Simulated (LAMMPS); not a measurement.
Consider a melt made from Si (diamond structure), 1000 atoms, at 2110 K and 0 GPa, brought to that temperature within a few picoseconds in molecular dynamics.

Method: classical MD, pair style meam, file AlSiMgCuFe.meam, run in LAMMPS.

Task: Predict the mean frequency of the velocity spectrum, the most common Si-Si-Si angle.

Result: mean frequency of the velocity spectrum: 8.1 THz; most common Si-Si-Si angle: in the 3° bin centred on 55.5° (mean of all 99°).
